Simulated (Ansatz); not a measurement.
**GePd (model structure, started from the CoSn type, P6/mmm, No. 191, 6 atoms in the cell): bulk modulus by level of theory**

No measured value is used here.

```tsv
level (code)	value (GPa)	cell (Å³/atom)
LDA (Ansatz)	(withheld)	16.95
PBEsol (Ansatz)	130	17.39
r²SCAN (Ansatz)	123	17.71
```

Question: Fill in the missing entries.

Answer: 
- LDA (Ansatz, a quantum-chemistry and plane-wave program), value (GPa): 141

The crystal itself was run without spin with LDA, PBEsol, r²SCAN; a magnetic state was not tried in these runs. LDA, PBEsol, r²SCAN: the bulk modulus is −V dP/dV from two relaxed cells at ±2 % in volume. Each level is taken at its own relaxed cell. Cutoffs differ between the levels. Ansatz's density-functional and Hartree–Fock values are scalar-relativistic unless marked +SOC, with PAW data made under PBE.

A model structure was made by putting elements into a prototype or built by hand; it is no filed structure, need not be a known phase, and can be a saddle point held by its symmetry.
